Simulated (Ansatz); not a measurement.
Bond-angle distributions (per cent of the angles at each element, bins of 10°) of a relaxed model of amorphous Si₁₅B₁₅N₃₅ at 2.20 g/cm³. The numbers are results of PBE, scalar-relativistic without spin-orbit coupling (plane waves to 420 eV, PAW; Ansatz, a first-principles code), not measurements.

A CHGNet melt-quench gave the starting glass, which DFT then relaxed. N atoms were pushed apart under 1.9 Å during the dynamics, to hinder bonds among them. The hot cell started wider than the set density and was brought back towards it in steps. It is the lowest in DFT energy of 2 quenches. It is a model cell: composition and starting density were chosen by hand, and all elements were melted together. No dispersion term was used. Its density started from a set value of 2.20 and ended at 2.20 g/cm³. Cooling (nominally 500 K/ps over its main leg) ran many orders faster than in experiment, which tends to leave more defects and strain. A cell of this size samples the disorder only roughly. The volume was held where the preparation left it, at a PBE pressure of -3.5 GPa (tension). Stress components on the final sampling reach 6.0 GPa. On a 2×2×2 Γ-centred mesh force components of up to 0.12 eV/Å stay, since the relaxation ran on the zone centre alone.

Neighbours within Si-Si 2.60 Å, Si-B 2.28 Å, Si-N 2.08 Å, B-B 1.97 Å, B-N 1.74 Å, N-N 1.70 Å count as bonded. Two cations that share two anions don't count as bonded, nor two that share one unless they lie closer than Si-Si 2.38 Å, Si-B 2.09 Å, B-B 1.80 Å.

```
angle (°)  at Si  at B  at N
---------  -----  ----  ----
50-60          0     0     0
60-70          0     0     0
70-80          2     0     3
80-90          6     0    11
90-100         9     4     3
100-110       37    11    10
110-120       25    38    25
120-130       10    31    27
130-140        9    11     9
140-150        0     4     7
150-160        1     0     4
160-170        0     0     0
170-180        1     0     0
```

They go with these counts of neighbours within the cut-offs, cation contacts included: Si mean 3.8, most often 4; B mean 3.0, most often 3; N mean 2.9, most often 3.
